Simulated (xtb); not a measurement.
xtb 6.7.1, GFN1-xTB: Ca(OMe)(k2OAc)(NH3)2 (C[O][Ca]1(<-[NH3])(<-[NH3])[O]C(C)=[O]->1), 21 atoms. The geometry is a generated start, not checked to be a minimum at this level.

```
Item                                                                                                            Value
------------------------  -------------------------------------------------------------------------------------------
method                                                                                                       GFN1-xTB
--acc                                                                                                     1 (default)
--etemp (K)                                                                                             300 (default)
detailed input (--input)  none: ANC optimiser, Lindh (1995) Hessian, microcycle=20, maxdispl=1.0, hlow=0.01 (default)
basis functions                                                                                                    66
valence electrons                                                                                                  54
```

```xyz
21

Ca    -0.0854    -0.0277    -0.1078
O     -0.2288    -0.1414    -1.9976
C     -0.6409    -0.2301    -3.3036
H     -1.0764    -1.2183    -3.5360
H     -1.4133     0.5224    -3.5469
H      0.1987    -0.0710    -4.0041
C      0.3143     0.2908     3.7179
C      0.1667     0.1455     2.2120
O      1.1976     0.1328     1.5082
O     -0.9839     0.0589     1.7343
H     -0.3983    -0.3568     4.2200
H      1.3302     0.0530     4.0162
H      0.0914     1.3211     3.9842
N      0.0742     2.3104    -0.6253
H      0.9792     2.7628    -0.5339
H     -0.6594     3.0062    -0.5352
H      0.0169     1.8851    -1.5518
N      0.2295    -2.3983    -0.2734
H     -0.4202    -3.1338    -0.0065
H      1.1821    -2.7119    -0.1041
H      0.1256    -2.1996    -1.2667
```

The structure is relaxed from this start with --opt LEVEL for the levels crude, sloppy, loose, lax, normal, tight, vtight, extreme, once each. Up to the end of the extreme run atoms move by at most 1.7 Å along an axis.

### Question
What is the loosest level that ends within 20 meV of the extreme run, and how many cycles does it take?

### Answer
lax: 77 cycles against 117, ending 1.4 meV above.

```tsv
level	cycles	energy above the extreme run (meV)	gradient norm (eV/Å)
crude	5	240	0.34
sloppy	8	220	0.20
loose	9	220	0.096
lax	77	1.4	0.100
normal	80	0.99	0.045
tight	88	0.68	0.011
vtight	116	under 0.01	0.0011
extreme	117	—	0.0023
```
